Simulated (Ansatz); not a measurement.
**CsCl-type CuZn**

All values below come from HSE06 (Ansatz, a quantum-chemistry and plane-wave program, plane waves, PAW).

Run with plane-wave cutoff 500 eV, 8×8×8 k mesh, Fermi–Dirac smearing 0.1 eV, no spin polarisation, scalar-relativistic PAW data made under PBE.

Cell: relaxed at this level.

* **equilibrium volume per atom**: 13.04 Å³/atom
* **equilibrium lattice constant a**: 2.965 Å

Measured, for comparison: equilibrium volume per atom 12.93 Å³/atom, lattice constant a 2.958 Å (temperature not stated, not corrected to a static lattice; as tabulated in First-Principles Study on the Electrical and Thermal Conductivities of Cu–Zn …). Computed (rounded) less measured: equilibrium volume per atom +0.9 %, lattice constant a +0.2 %.

Note: exact exchange on metals is sensitive to the k mesh and can open a false gap; the run warned that the count of filled bands differs between k points.

Static lattice: no zero-point or thermal effects.

Cost on a shared machine: about 9 core-minutes (a rough figure).
